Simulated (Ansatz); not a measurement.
Take BAs in the zinc blende structure (space group F-43m, No. 216; a = 4.7839 Å) as the base. Axes: x, y, z lie along the cube axes.

The values are results of r2SCAN (Ansatz, a quantum-chemistry and plane-wave program), scalar-relativistic without spin-orbit coupling, not measurements.

Before the change:

The smallest direct gap comes out as 3.44 eV.

Now apply this change: uniaxial stress, 8 GPa compression along x, with the cell and atoms free to relax against it.

What happens to the strain response?

The strain response (xx, yy, zz) amounts to (−3.05, +0.64, +0.64) %.

What happens to the hole mass?

The hole mass is 0.22 mₑ along x, 0.20 mₑ across (at Γ).

What does the calculation give for the smallest direct gap after the change?

The smallest direct gap drops by 0.40 eV (3.44 eV → 3.04 eV).

Masses are band curvatures over ±0.01 Å⁻¹ around the edge. Stability under load was not tested beyond the relaxation.
